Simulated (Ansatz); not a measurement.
Given:

```
CSi
1.0
    0.00000     2.18799     2.14311
    2.18799     0.00000     2.14311
    2.18799     2.18799     0.00000
Si C
1 1
Direct
  0.00000   0.00000   0.00000
  0.25000   0.25000   0.25000
```

Method: r2SCAN with spin-orbit coupling, rigid bands (plane waves, PAW; Ansatz, an electronic-structure program). Condition of this run: uniaxial stress along [001] of 5 GPa (compression positive) (the target of the relaxation). Cell: cell and atoms relaxed with PBEsol, then loaded as said.

Question: What conductivity effective mass do dilute electrons have at 300 K?

Answer: 0.24 (x), 0.24 (y), 0.62 (z) mₑ.

Question: Predict the hole conductivity mass (n e² τ/σ) at 300 K, by direction if it differs.

Answer: 0.72 (x), 0.72 (y), 0.68 (z) mₑ.

Question: And the band gap?

Answer: 1.49 eV at this level; semilocal functionals usually fall short of the measured gap.

Rigid bands, one relaxation time for all states, no polarons. Geometry: cell and atoms relaxed with PBEsol.
